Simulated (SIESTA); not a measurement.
Input and output of a self-consistent single point for BaAl₂Ga₂ (I4/mmm, 5 atoms in the cell) (SIESTA).

Computed with LDA PW92, numerical atomic orbitals DZP, PseudoDojo LDA standard norm-conserving potentials (rewritten from UPF to PSML) run with SIESTA.

```
CELL_PARAMETERS angstrom
     -2.25718     2.25718     5.57623
      2.25718    -2.25718     5.57623
      2.25718     2.25718    -5.57623
ATOMIC_POSITIONS crystal
  Ba 0.00000 0.00000 0.00000
  Al 0.75000 0.25000 0.50000
  Al 0.25000 0.75000 0.50000
  Ga 0.37971 0.37971 0.00000
  Ga 0.62029 0.62029 0.00000
```

Reference input (self-consistent single point, DFT, GGA PBEsol, numerical atomic orbitals DZP, PseudoDojo PBEsol standard norm-conserving potentials (rewritten from UPF to PSML)): XC.functional = GGA; XC.authors = PBEsol; potentials = PseudoDojo PBEsol standard; PAO.BasisSize = DZP; PAO.EnergyShift = 0.01 Ry; MeshCutoff = 300 Ry; kgrid.MonkhorstPack = 7 7 7; OccupationFunction = MP; OccupationMPOrder = 0; ElectronicTemperature = 0.1 eV; MaxSCFIterations = 150; SCF.Mixer.Method = Broyden. This run's input differs from it in these lines:

```diff
@@ -1,2 +1,2 @@
-# files in the folder: Ba.psml Al.psml Ga.psml (PseudoDojo PBEsol standard)
+# files in the folder: Ba.psml Al.psml Ga.psml (PseudoDojo LDA standard)
 SystemName  Ba(AlGa)2
@@ -26,4 +26,4 @@
 
-XC.functional                GGA
-XC.authors                   PBEsol
+XC.functional                LDA
+XC.authors                   PW92
 PAO.BasisSize                DZP
```

The program printed (abridged):

```
        iscf     Eharris(eV)        E_KS(eV)     FreeEng(eV)     dDmax    Ef(eV) dHmax(eV)
   scf:    1    -5034.189071    -5046.168496    -5046.175504  1.169781 -4.408729  2.808920
   scf:    2    -5046.399245    -5046.286664    -5046.293846  0.030851 -4.396341  2.356584
   scf:    3    -5046.687489    -5046.523104    -5046.529807  0.119957 -4.357381  0.600194
   scf:    4    -5046.578485    -5046.555089    -5046.561176  0.050877 -4.359398  0.059624
   scf:    5    -5046.556275    -5046.555779    -5046.561839  0.002598 -4.361054  0.033889
   [... 11 lines left out ...]
   scf:   17    -5046.556271    -5046.556271    -5046.562384  0.000015 -4.361214  0.000285
   scf:   18    -5046.556271    -5046.556271    -5046.562384  0.000013 -4.361211  0.000251
   scf:   19    -5046.556271    -5046.556271    -5046.562384  0.000011 -4.361209  0.000221
   scf:   20    -5046.556271    -5046.556271    -5046.562384  0.000010 -4.361208  0.000195
SCF Convergence by DM+H criterion
max |DM_out - DM_in|         :     0.0000098728
max |H_out - H_in|      (eV) :     0.0001952000
SCF cycle converged after 20 iterations

Using DM_out to compute the final energy and forces

siesta: E_KS(eV) =            -5046.5563

siesta: E_KS - E_eggbox =     -5046.5563

siesta: Atomic forces (eV/Ang):
     1   -0.000000    0.000000   -0.000000
     2    0.000153   -0.000153   -0.000000
     3   -0.000153    0.000153    0.000000
     4   -0.000339   -0.000339   -0.325944
     5    0.000339    0.000339    0.325944
   Tot    0.000000   -0.000000    0.000000
   Max    0.325944
   Res    0.119018    sqrt( Sum f_i^2 / 3N )
   Max    0.325944    constrained

Stress tensor Voigt[x,y,z,yz,xz,xy] (kbar):       16.18       16.18       -9.63       -0.01       -0.01       -0.01
   [... lines left out ...]
siesta: FreeEng =     -5046.562384
   [... lines left out ...]
siesta:     0.010098   -0.000003   -0.000009
siesta:    -0.000003    0.010098   -0.000009
siesta:    -0.000009   -0.000009   -0.006011

siesta: Cell volume =        113.640681 Ang**3

siesta: Pressure (static):
siesta:                Solid            Molecule  Units
siesta:          -0.00005150         -0.00007941  Ry/Bohr**3
siesta:          -0.00472835         -0.00729151  eV/Ang**3
siesta:          -7.57565560        -11.68229391  kBar
```

The run converged in 20 iterations. Against the reference run the pressure goes from 1.29 to -0.76 GPa and the largest force goes from 0.278 to 0.326 eV/Å.

The starting cell comes from a database of computed structures (which also holds hypothetical and non-ambient phases and stackings), without a prior relaxation at this level. Its lattice was rescaled by a random factor within 2.5 % of one. Values carry the incompleteness of an atom-centred basis.

Cost on one core of a shared machine: roughly 70 s.
